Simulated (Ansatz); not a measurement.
**Response to strain in ZnSe**

Base system: ZnSe in the zinc blende structure (space group F-43m, No. 216; a = 5.733 Å).

Strains are applied to the cell and any free atomic positions relax.

Calculations: PBE/PAW in Ansatz (a first-principles code), scalar-relativistic without spin-orbit coupling.

Notes on the quantities. energy relative to the base: free energy F.

| change | band gap | width of the top valence band | energy relative to the base |
|---|---|---|---|
| base | 1.15 eV | 2.50 eV | 0 meV/atom |
| isotropic strain −3.00 % | 1.52 eV | 2.94 eV | +38 meV/atom |
| isotropic strain −2.50 % | 1.46 eV | 2.86 eV | +26 meV/atom |
| isotropic strain −2.00 % | 1.39 eV | 2.79 eV | +16 meV/atom |
| isotropic strain −1.50 % | 1.33 eV | 2.71 eV | +8.9 meV/atom |
| isotropic strain −1.00 % | 1.27 eV | 2.64 eV | +3.9 meV/atom |
| isotropic strain −0.50 % | 1.21 eV | 2.57 eV | +0.9 meV/atom |
| isotropic strain +1.50 % | 0.98 eV | 2.31 eV | +8.0 meV/atom |
| isotropic strain +2.00 % | 0.93 eV | 2.25 eV | +14 meV/atom |
| isotropic strain +2.50 % | 0.87 eV | 2.19 eV | +21 meV/atom |

No phonon test of stability was made.
